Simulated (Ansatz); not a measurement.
# What biaxial strain +1.25 %, plane normal [111], relaxed out of plane does to InP

Start from InP in the zinc blende structure (space group F-43m, No. 216; a = 5.8784 Å). Axes: x, y, z lie along the cube axes.

Modification: biaxial strain +1.25 %, plane normal [111], relaxed out of plane (Cartesian); in-plane vectors clamped, the third vector and the atoms free.

Method: plane-wave PAW DFT at the PBEsol level (Ansatz, a program for electronic structure, 420 eV), no spin-orbit coupling. k-mesh 10×10×10 (Γ-centred); smearing 0.05 eV (Fermi–Dirac).

The volume per atom increases by 0.445 Å³ to 25.84 Å³ and the shortest interatomic distance grows by 0.004 Å, from 2.545 Å to 2.549 Å. The energy increases by 3.4 meV/atom and the pressure (mean of the normal stresses, compression positive) goes from zero to -1.12 GPa. The band gap decreases by 0.18 eV, from 0.57 eV to 0.39 eV and the gap character stays direct at Γ. The electron mass goes from 0.046 mₑ (at Γ) to 0.036 mₑ out of plane, 0.040 mₑ in plane (at Γ) and the valence-band top at Γ (three highest levels, from the VBM) becomes 0.00, -0.12, -0.12 eV (base: 0.00, 0.00, 0.00 eV). The valley order (the lowest conduction-band minima on the path, energy above the VBM, named in the base's zone) becomes Γ 0.39 eV; L along [111] 1.10 eV; L along [1-1-1] 1.32 eV; X along [001] 1.58 eV (base: Γ 0.57 eV; L along ⟨111⟩ 1.38 eV; X along ⟨100⟩ 1.65 eV) and the out-of-plane strain amounts to -0.75 %. The ratio −ε⊥/ε∥ amounts to 0.60.

Final structure (turned so that z lies along the plane normal):

```yaml
crystal:
  lattice:
    - [4.20864, 0.00000, 0.00000]
    - [2.10432, 3.64479, 0.00000]
    - [2.10432, -1.21493, 3.36861]
  atoms:
    - { symbol: In, position: [0.00223, 0.99888, 0.99665] }
    - { symbol: P, position: [0.49777, 0.25112, 0.75335] }
```

Cost of the whole job for the changed cell (relaxation, final SCF and bands): about 30 core-seconds (a rough figure).

Masses are band curvatures over ±0.01 Å⁻¹ around the edge. Whether these cells are dynamically stable was not tested. Labels are those of the standard path for the cell's own space group.
